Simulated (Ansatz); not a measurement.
Data:

```yaml
crystal:
  lattice:
    - [4.22280, 0.00000, 0.00000]
    - [-2.11140, 3.65705, 0.00000]
    - [0.00000, 0.00000, 6.70091]
  atoms:
    - { symbol: Cu, position: [0.66667, 0.33333, 0.87810] }
    - { symbol: Cu, position: [0.33333, 0.66667, 0.37810] }
    - { symbol: I, position: [0.66667, 0.33333, 0.49690] }
    - { symbol: I, position: [0.33333, 0.66667, 0.99690] }
```

Calculation: PBEsol with spin-orbit coupling, rigid bands (plane waves, PAW; Ansatz, a program for electronic structure). Condition of this run: uniaxial stress zz = 2 GPa (compression positive) (the target of the relaxation). Geometry: cell and atoms relaxed with PBEsol, then loaded as said.

Q: What conductivity effective mass do dilute electrons have at 300 K?

A: 0.152 mₑ.

Q: What conductivity effective mass do dilute holes have at 300 K?

A: 0.80 (x), 0.80 (y), 0.98 (z) mₑ.

Q: And the band gap?

A: 1.13 eV at this level; semilocal functionals usually fall short of the measured gap.

Rigid bands, one relaxation time for all states, no polarons.
